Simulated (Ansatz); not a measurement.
Amorphous Hf₁₈O₃₇Sr, 56 atoms at 8.83 g/cm³, one PBE-relaxed geometry, zone centre. Methods: PBE, scalar-relativistic without spin-orbit coupling (Ansatz, a quantum-chemistry and plane-wave program); r2SCAN, scalar-relativistic without spin-orbit coupling (Ansatz); HSE06, scalar-relativistic without spin-orbit coupling (Ansatz). Plane waves to 420 eV (r2SCAN 500 eV); exact exchange is cut at the cell's faces. At PBE the levels at the filled edge of the gap are localised (band-tail or defect states). All rungs ran without spin polarisation.

It comes from a melt-quench run on a machine-learned potential (CHGNet), relaxed afterwards by DFT. O atoms were pushed apart under 1.9 Å during the dynamics, to hinder bonds among them. The hot cell started wider than the set density and was brought back towards it in steps. It is the lowest in DFT energy of 2 quenches. It is a model cell: composition and starting density were chosen by hand, and all elements were melted together. No dispersion term was used. Its density started from a set value of 8.83 and ended at 8.83 g/cm³. Cooling (nominally 380 K/ps over its main leg) ran many orders faster than in experiment, which tends to leave more defects and strain. A cell of this size samples the disorder only roughly. The volume was held where the preparation left it, at a PBE pressure of -0.6 GPa (tension). Stress components on the final sampling reach 1.4 GPa. Cycles of charging lowered its energy after that relaxation.

The relaxation ran on the zone centre alone. At PBE the level gap is 3.76 eV on a 2×2×2 Γ-centred mesh, and the spacing at the zone centre alone 3.85 eV.

What zone-centre spacing does r2SCAN give, roughly?

4.33 eV (+0.47 eV against PBE).

What zone-centre spacing does HSE06 give, roughly?

5.44 eV (+1.59 eV against PBE).

The highest filled and the lowest empty state spread over these numbers of atoms (participation numbers): PBE: 6.2 and 14.1; r2SCAN: 6.2 and 13.2; HSE06: 7.5 and 27.9.
